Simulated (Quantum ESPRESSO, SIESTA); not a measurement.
A SIESTA input for a self-consistent single point of BaAl2Ga2 (I4/mmm, 5 atoms in the cell) (DFT, GGA PBEsol, numerical atomic orbitals DZP, PseudoDojo PBEsol standard norm-conserving potentials (rewritten from UPF to PSML)):

```
# files in the folder: Ba.psml Al.psml Ga.psml (PseudoDojo PBEsol standard)
SystemName  Ba(AlGa)2
SystemLabel ba(alga)2

NumberOfAtoms                5
NumberOfSpecies              3
%block ChemicalSpeciesLabel
  1 56 Ba
  2 13 Al
  3 31 Ga
%endblock ChemicalSpeciesLabel
LatticeConstant              1.0 Ang
%block LatticeVectors
    -2.257182000    2.257182000    5.576230000
     2.257182000   -2.257182000    5.576230000
     2.257182000    2.257182000   -5.576230000
%endblock LatticeVectors
AtomicCoordinatesFormat      Ang
%block AtomicCoordinatesAndAtomicSpecies
     0.000000000    0.000000000    0.000000000  1
     0.000000000    2.257182000    2.788115000  2
     2.257182000    0.000000000    2.788115000  2
    -0.000000000    0.000000000    4.234700587  3
     0.000000000   -0.000000000    6.917759413  3
%endblock AtomicCoordinatesAndAtomicSpecies

XC.functional                GGA
XC.authors                   PBEsol
PAO.BasisSize                DZP
PAO.EnergyShift              0.01 Ry
MeshCutoff                   300 Ry
%block kgrid.MonkhorstPack
    7   0   0  0.0
    0   7   0  0.0
    0   0   7  0.0
%endblock kgrid.MonkhorstPack
OccupationFunction           MP
OccupationMPOrder            0
ElectronicTemperature        0.1 eV

MaxSCFIterations             150
SCF.Mixer.Method             Broyden
SCF.Mixer.Weight             0.1
SCF.Mixer.History            6
SCF.DM.Tolerance             1.0E-05
Diag.ParallelOverK           true
WriteForces                  true
```

Task: Give the Quantum ESPRESSO input for the same structure, mesh, smearing and functional.

Result: This is the input that was run; spellings and numerical settings could be chosen otherwise.

```fortran
&CONTROL
   calculation = 'scf',
   outdir = './work',
   pseudo_dir = './',
   tprnfor = .true.,
   tstress = .true.,
/
&SYSTEM
   ibrav = 0,
   nat = 5,
   ntyp = 3,
   ecutwfc = 80,
   occupations = 'smearing',
   smearing = 'gauss',
   degauss = 0.0073499,
/
&ELECTRONS
   conv_thr = 1e-10,
/
ATOMIC_SPECIES
Ba   137.3270  Ba.upf
Al    26.9815  Al.upf
Ga    69.7230  Ga.upf
ATOMIC_POSITIONS {crystal}
Ba    0.00000000    0.00000000    0.00000000
Al    0.75000000    0.25000000    0.50000000
Al    0.25000000    0.75000000    0.50000000
Ga    0.37971000    0.37971000    0.00000000
Ga    0.62029000    0.62029000    0.00000000
K_POINTS {automatic}
7 7 7  0 0 0
CELL_PARAMETERS {angstrom}
  -2.25718200     2.25718200     5.57623000
   2.25718200    -2.25718200     5.57623000
   2.25718200     2.25718200    -5.57623000
```

Basis settings and potentials, where a program has them, do not carry over. This input uses DFT, PBEsol, plane waves, PseudoDojo standard norm-conserving (PBESOL) pseudopotentials.

The starting cell comes from a database of computed structures (which also holds hypothetical and non-ambient phases and stackings), without a prior relaxation at this level. Its lattice was rescaled by a random factor within 2.5 % of one.
